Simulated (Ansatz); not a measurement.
Base system: RbBr in the rock salt structure (space group Fm-3m, No. 225).

```
CELL_PARAMETERS angstrom
      0.00000     3.50886     3.50886
      3.50886     0.00000     3.50886
      3.50886     3.50886     0.00000
ATOMIC_POSITIONS crystal
  Rb 0.00000 0.00000 0.00000
  Br 0.50000 0.50000 0.50000
```

All numbers come from plane-wave PAW DFT at the PBE level (Ansatz, a program for electronic structure, 420 eV), without spin-orbit coupling.

For the base:

The electron mass is 0.39 mₑ (at Γ). The band gap is 4.19 eV.

Modification: an isotropic linear strain of −1.50 %; the atoms relax in the strained cell.

**Question.** Estimate the effect on the electron mass.

**Answer.** The electron mass changes from 0.39 mₑ (at Γ) to 0.38 mₑ (at Γ).

**Question.** How does this affect the band gap?

**Answer.** The band gap increases by 0.11 eV, from 4.19 eV to 4.30 eV.

Effective masses come from finite differences of ±0.01 Å⁻¹. No phonon test of stability was made.
